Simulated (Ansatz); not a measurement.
The parent structure is Os in the hcp (Mg type) structure (space group P6_3/mmc, No. 194; a = 2.729 Å, c = 4.309 Å; relaxed with 0.1 eV smearing).

Calculations: PBEsol/PAW in Ansatz (a quantum-chemistry and plane-wave program), no spin-orbit coupling.

Strains are applied to the cell and any free atomic positions relax.

One change was made to it. Results:

| quantity | base | after |
|---|---|---|
| pressure (mean of the normal stresses, compression positive) | 0.0 GPa | -12.0 GPa |
| energy relative to the base (free energy F) | 0 meV/atom | +16 meV/atom |
| band gap | zero | zero |

**Question.** What was done to the base?
(A) isotropic strain +1.00 %
(B) isotropic strain −3.00 %
(C) isotropic strain −0.50 %
(D) isotropic strain +0.50 %

**Answer.** A, isotropic strain +1.00 %. For comparison, the energy relative to the base in the other runs: isotropic strain −3.00 % gives +170 meV/atom; isotropic strain −0.50 % gives +4.3 meV/atom; isotropic strain +0.50 % gives +4.1 meV/atom.

No phonon test of stability was made. The final runs are not spin-polarised.
